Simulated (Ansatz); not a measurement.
## CdSe: response to strain

The reference is CdSe in the wurtzite structure (space group P6_3mc, No. 186; a = 4.340 Å, c = 7.078 Å). Axes: x lies along a and z along c of the hexagonal cell.

Strains are applied to the cell and any free atomic positions relax; under biaxial strain the out-of-plane vector relaxes too.

Method: DFT with r2SCAN, PAW potentials and a 500 eV plane-wave cutoff in Ansatz (an electronic-structure program), no SOC.

Candidates:
(a) biaxial strain −2.15 %, plane normal [001], relaxed out of plane
(b) uniaxial strain ε_zz = +5.28 %
(c) strain tensor (xx, yy, zz, yz, xz, xy) = (+0.50, −1.13, +1.31, +1.51, +0.03, −1.06) %

Base values:

| Item | Result |
|---|---|
| Band gap | 1.11 eV |

Question: Order them by band gap, lowest first.

Answer: (b) uniaxial strain ε_zz = +5.28 % (0.87 eV), (c) strain tensor (xx, yy, zz, yz, xz, xy) = (+0.50, −1.13, +1.31, +1.51, +0.03, −1.06) % (0.99 eV), (a) biaxial strain −2.15 %, plane normal [001], relaxed out of plane (1.05 eV)

Whether these cells are dynamically stable was not tested.
